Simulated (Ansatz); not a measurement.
Input:

```
CELL_PARAMETERS angstrom
      3.20077     0.00000     0.00000
      1.60038     2.77195     0.00000
      0.00000     0.00000     5.40825
ATOMIC_POSITIONS crystal
  Zn 0.33333 0.33333 0.00711
  Zn 0.66667 0.66667 0.50711
  O  0.33333 0.33333 0.37489
  O  0.66667 0.66667 0.87489
```

No spin polarisation.

Level of theory: PBE (Ansatz, a first-principles code), without spin-orbit coupling. k-mesh 12×12×6 (Γ-centred); smearing 0.05 eV (Fermi–Dirac).

Task: Predict the in-plane stress, gap character and width of the top valence band.

Result: The mean in-plane stress (compression positive) is +5.2 GPa and the gap character is direct at Γ. The width of the top valence band is 1.76 eV.

The cells carry an imposed strain or load. No phonon test of stability was made. The cell was made from ZnO in the wurtzite structure (space group P6_3mc, No. 186) by this change: biaxial strain −2.40 %, plane normal [001], relaxed out of plane.
